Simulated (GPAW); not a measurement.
## GPAW run on TlInSe2 (I4/mcm, 8 atoms in the cell): self-consistent single point

Computed with PBEsol, GPAW PAW datasets PBEsol (made by gpaw-setup) (plane waves; GPAW).

The input file:

```python
from ase import Atoms
from ase.units import GPa
from gpaw import GPAW, PW, FermiDirac

atoms = Atoms(['Tl', 'Tl', 'In', 'In', 'Se', 'Se', 'Se', 'Se'],
              cell=[[-4.099871, 4.099871, 3.477394],
                    [4.099871, -4.099871, 3.477394],
                    [4.099871, 4.099871, -3.477394]],
              scaled_positions=[[0.750000, 0.750000, 0.000000],
                                [0.250000, 0.250000, 0.000000],
                                [0.250000, 0.750000, 0.500000],
                                [0.750000, 0.250000, 0.500000],
                                [0.670680, 0.829320, 0.500000],
                                [0.329320, 0.170680, 0.500000],
                                [0.829320, 0.329320, 0.158640],
                                [0.170680, 0.670680, 0.841360]],
              pbc=True)

calc = GPAW(mode=PW(550),
            xc='PBEsol',
            kpts=(3, 3, 3),
            occupations=FermiDirac(0.02),
            nbands=-6,
            convergence={'density': 1e-05, 'bands': -4},
            symmetry={'symmorphic': False, 'tolerance': 0.0005},
            maxiter=100,
            txt='-')

atoms.calc = calc

energy = atoms.get_potential_energy()
print('Energy (eV):', round(energy, 6))
forces = atoms.get_forces()
print('Forces (eV/Ang):')
print(forces.round(5))
stress = atoms.get_stress()
print('Stress (GPa, Voigt):', (stress / GPa).round(4))
```

Log, with long lists cut:

```
Input parameters:
  convergence: {bands: -4,
                density: 1e-05}
  kpts: [3 3 3]
  maxiter: 100
  mode: {ecut: 550.0,
         name: pw}
  nbands: -6
  occupations: {fixmagmom: False,
                name: fermi-dirac,
                width: 0.02}
  symmetry: {symmorphic: False,
             tolerance: 0.0005}
  xc: PBEsol

species:
  Tl:
    name: Thallium
    Z: 81.0
    valence: 13
    core: 68
    charge: 0.0
    file: Tl.PBEsol.gz

    # Using partial waves for Tl as LCAO basis

  In:
    name: Indium
    Z: 49.0
    valence: 13
    core: 36
    charge: 0.0
    file: In.PBEsol.gz

    # Using partial waves for In as LCAO basis

  Se:
    name: Selenium
    Z: 34.0
    valence: 6
    core: 28
    charge: 0.0
    file: Se.PBEsol.gz

    # Using partial waves for Se as LCAO basis

Reference energy: -1683831.541242  # eV

Spin-paired calculation

Convergence criteria:
 Maximum [total energy] change in last 3 cyles: 0.0005 eV / valence electron
 Maximum integral of absolute [dens]ity change: 1e-05 electrons / valence electron
 Maximum integral of absolute [eigenst]ate change: 4e-08 eV^2 / valence electron
 Maximum number of scf [iter]ations: 100

Symmetries present (total): 16
Symmetries with fractional translations: 8
27 k-points: 3 x 3 x 3 Monkhorst-Pack grid
6 k-points in the irreducible part of the Brillouin zone
       k-points in crystal coordinates                weights
   0:     0.00000000    0.00000000    0.00000000          1/27
   1:     0.33333333   -0.33333333    0.00000000          4/27
   2:     0.33333333   -0.33333333    0.33333333          4/27
   3:     0.33333333    0.00000000    0.00000000          8/27
   4:     0.33333333    0.33333333   -0.33333333          2/27
   5:     0.33333333    0.33333333    0.33333333          8/27

Wave functions: Plane wave expansion
  Cutoff energy: 550.000 eV
  Number of coefficients (min, max): 6820, 6868
  Pulay-stress correction: 0.000000 eV/Ang^3 (de/decut=0.000000)

Occupation numbers: Fermi-Dirac:
  width: 0.0200  # eV

Eigensolver

Densities:
  Coarse grid: 40*40*40 grid
  Fine grid: 80*80*80 grid
  Total Charge: 0.000000

Density mixing:
  Method: separate
  Backend: pulay
  Linear mixing parameter: 0.05
  old densities: 5
  Damping of long wavelength oscillations: 50

Hamiltonian:
  XC and Coulomb potentials evaluated on a 80*80*80 grid
  External potential:
    NoExternalPotential

XC parameters: PBEsol with 2 nearest neighbor stencil

Number of atoms: 8
Number of atomic orbitals: 52
Number of bands in calculation: 44
Number of valence electrons: 76
Bands to converge: 40

Density initialized from atomic densities
  44 bands from LCAO basis set

Atomic positions and initial magnetic moments

Positions:
   0 Tl     0.000000    0.000000    5.216091    ( 0.0000,  0.0000,  0.0000)
   1 Tl     0.000000    0.000000    1.738697    ( 0.0000,  0.0000,  0.0000)
   2 In     4.099871    0.000000    1.738697    ( 0.0000,  0.0000,  0.0000)
   3 In     0.000000    4.099871    1.738697    ( 0.0000,  0.0000,  0.0000)
   4 Se     2.700339    1.399532    3.477394    ( 0.0000,  0.0000,  0.0000)
   5 Se     1.399532    2.700339    0.000000    ( 0.0000,  0.0000,  0.0000)
   6 Se    -1.399532    2.700339    3.477394    ( 0.0000,  0.0000,  0.0000)
   7 Se     5.499403    1.399532   -0.000000    ( 0.0000,  0.0000,  0.0000)

Unit cell:
           periodic     x           y           z      points  spacing
  1. axis:    yes   -4.099871    4.099871    3.477394    40     0.1326
  2. axis:    yes    4.099871   -4.099871    3.477394    40     0.1326
  3. axis:    yes    4.099871    4.099871   -3.477394    40     0.1450

  Lengths:   6.760928   6.760928   6.760928
  Angles:  105.339758 105.339758 118.093734

Effective grid spacing dv^(1/3) = 0.1540

     iter     time        total  log10-change:
                         energy   eigst   dens
iter:   1 --:--:--   -32.376931   -0.30
iter:   2 --:--:--   -32.182574   -1.50  -1.25
iter:   3 --:--:--   -31.460530   -1.57  -1.29
iter:   4 --:--:--   -31.464729   -2.08  -1.59
iter:   5 --:--:--   -31.438815c  -2.43  -1.74
iter:   6 --:--:--   -31.408406   -2.98  -2.18
iter:   7 --:--:--   -31.408115c  -3.22  -2.44
iter:   8 --:--:--   -31.400764c  -3.62  -2.49
iter:   9 --:--:--   -31.400620c  -4.98  -3.10
iter:  10 --:--:--   -31.400532c  -5.10  -3.21
iter:  11 --:--:--   -31.400515c  -5.96  -3.77
iter:  12 --:--:--   -31.400517c  -6.93  -3.89
iter:  13 --:--:--   -31.400544c  -6.09  -3.85
iter:  14 --:--:--   -31.400506c  -6.24  -3.62
iter:  15 --:--:--   -31.400506c  -7.51c -3.91
iter:  16 --:--:--   -31.400513c  -6.72  -3.83
iter:  17 --:--:--   -31.400513c  -7.48c -3.95
iter:  18 --:--:--   -31.400503c  -6.57  -3.98
iter:  19 --:--:--   -31.400503c  -7.27  -4.15
iter:  20 --:--:--   -31.400500c  -6.91  -4.20
iter:  21 --:--:--   -31.400500c  -7.85c -4.82
iter:  22 --:--:--   -31.400500c  -7.79c -4.83
iter:  23 --:--:--   -31.400500c  -8.29c -4.79
iter:  24 --:--:--   -31.400500c  -9.05c -5.07c

Converged after 24 iterations.

Dipole moment: (0.000000, -0.000000, -0.000000) |e|*Ang

Energy contributions relative to reference atoms: (reference = -1683831.541242)

Kinetic:        +58.351496
Potential:      -58.470596
External:        +0.000000
XC:             -31.510914
Entropy (-ST):   -0.000000
Local:           +0.229513
SIC:             +0.000000
--------------------------
Free energy:    -31.400500
Extrapolated:   -31.400500

Showing only first 2 kpts
 Kpt  Band  Eigenvalues  Occupancy
  0    36      3.51827    2.00000
  0    37      3.65707    2.00000
  0    38      6.36520    0.00000
  0    39      7.34978    0.00000

  1    36      3.76096    2.00000
  1    37      3.83547    2.00000
  1    38      6.06579    0.00000
  1    39      6.38797    0.00000

Fermi level: 4.90746

Gap: 1.305 eV
Transition (v -> c):
  (s=0, k=4, n=37, [0.33, 0.33, -0.33]) -> (s=0, k=2, n=38, [0.33, -0.33, 0.33])
Direct/indirect transitions are different
Direct gap: 1.555 eV
Transition at: (s=0, k=2, n=37, [0.33, -0.33, 0.33])
Energy (eV): -31.4005

Forces in eV/Ang:
  0 Tl    0.00000    0.00000   -0.00000
  1 Tl    0.00000    0.00000   -0.00000
  2 In    0.00000    0.00000    0.00000
  3 In    0.00000    0.00000    0.00000
  4 Se    0.01879   -0.01879    0.00000
  5 Se   -0.01879    0.01879    0.00000
  6 Se    0.01879    0.01879    0.00000
  7 Se   -0.01879   -0.01879   -0.00000

Stress tensor:
     0.011986     0.000000     0.000000
     0.000000     0.011986     0.000000
     0.000000     0.000000     0.015263
Stress (GPa, Voigt): [1.9204 1.9204 2.4454 0.     0.     0.    ]
```

The run converged in 24 iterations. GPAW prints stress with tension positive.

The starting cell comes from a database of computed structures (which also holds hypothetical and non-ambient phases and stackings), without a prior relaxation at this level. Its lattice was rescaled by a random factor within 2.5 % of one. Spin-orbit coupling is off. Another mesh or the band path of this cell gives a smaller gap, so this value is not converged in the mesh.

Cost on one core of a shared machine: roughly 60 s.
